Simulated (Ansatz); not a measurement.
Cubic perovskite BaZrO₃ was calculated with HSE06 (plane waves, PAW; Ansatz, a first-principles code).

Numerical settings: plane-wave cutoff 460 eV, 6×6×6 k mesh, Fermi–Dirac smearing 0.01 eV, scalar-relativistic PAW data made under PBE.

Equation-of-state points:

| V (Å³/atom) | E − E_lowest (meV/atom) | P (GPa) |
|---|---|---|
| 13.997 | 20.66 | 9.45 |
| 14.366 | 4.86 | 4.41 |
| 14.686 | 0.00 | 0.54 |
| 15.103 | 4.47 | -3.87 |
| 15.471 | 17.34 | -7.25 |

Q: Estimate the bulk modulus from the pressures at 14.366 and 15.103 Å³/atom, and compare it with a fit to all energies.

A: B = −V dP/dV. Between V = 14.366 and 15.103 Å³/atom, dP/dV = (-3.87 − (4.41))/(15.103 − 14.366) = -11.2 GPa per Å³/atom; at the midpoint 14.735 Å³/atom this gives B ≈ 166 GPa. The third-order Birch–Murnaghan fit gives V0 = 14.733 Å³/atom, B0 = 165 GPa, B′ = 4.4, which lies within 1 % of that estimate.

Measured, for comparison: bulk modulus 189 GPa (temperature not stated, no zero-point or thermal correction; as tabulated in Sepliarsky et al. (2023), arXiv:2212.03924); equilibrium volume per atom 14.72 Å³/atom (temperature not stated, no zero-point or thermal correction; as tabulated in Evaestov et al. (2010), arXiv:1010.1170). Computed (rounded) less measured: bulk modulus -13 %, equilibrium volume per atom +0.1 %.

Spin–orbit coupling is not included.

Computed values are for the static lattice.
